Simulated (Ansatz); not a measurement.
Base system: Se (space group P3_121, No. 152; a = 4.506 Å, c = 4.991 Å; made of chains).

Method: r2SCAN, PAW, 500 eV (Ansatz, a quantum-chemistry and plane-wave program; no spin-orbit coupling).

Base values:

Smallest direct gap: 1.54 eV
Gap character: indirect, L → H
Band gap: 1.33 eV

Now apply this change: the cell is scaled by 1.0495 in all directions; the atoms relax in the strained cell.

**Question.** How does this affect the smallest direct gap?

**Answer.** The smallest direct gap drops by 0.38 eV (1.54 eV → 1.16 eV).

**Question.** What happens to the gap character?

**Answer.** The gap character stays indirect, L → H.

**Question.** Predict the new largest internal atomic displacement.

**Answer.** The largest internal atomic displacement is 0.084 Å.

**Question.** Predict the new band gap.

**Answer.** The band gap falls by 0.323 eV (1.33 eV → 1.00 eV).

Whether these cells are dynamically stable was not tested. No dispersion term is included, though the crystal is made of layers, chains or molecules, so its spacings can come out too wide.
